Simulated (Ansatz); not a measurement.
The reference is CdS in the zinc blende structure (space group F-43m, No. 216; a = 5.8242 Å).

Computed with plane-wave PAW DFT at the PBEsol level (Ansatz, an electronic-structure program, 420 eV), no spin-orbit coupling.

For the base:

```
Property                              Value
---------------  --------------------------
Volume per atom                    24.70 Å³
Band gap                            1.01 eV
Hole mass        0.12, 0.75, 0.75 mₑ (at Γ)
```

It is then changed as follows: a hydrostatic pressure of 0.9 GPa.

Q: How does this affect the volume per atom, band gap and hole mass?

A: The volume per atom drops by 0.35 Å³, from 24.70 Å³ to 24.35 Å³; the band gap grows by 0.03 eV (1.01 eV → 1.04 eV); the hole mass (degenerate bands, along [100]) becomes 0.12, 0.73, 0.73 mₑ (at Γ) (base: 0.12, 0.75, 0.75 mₑ (at Γ)).

Load acts through the strain it causes; cell and atoms are relaxed under it. Masses are band curvatures over ±0.01 Å⁻¹ around the edge. Whether these cells are dynamically stable was not tested.
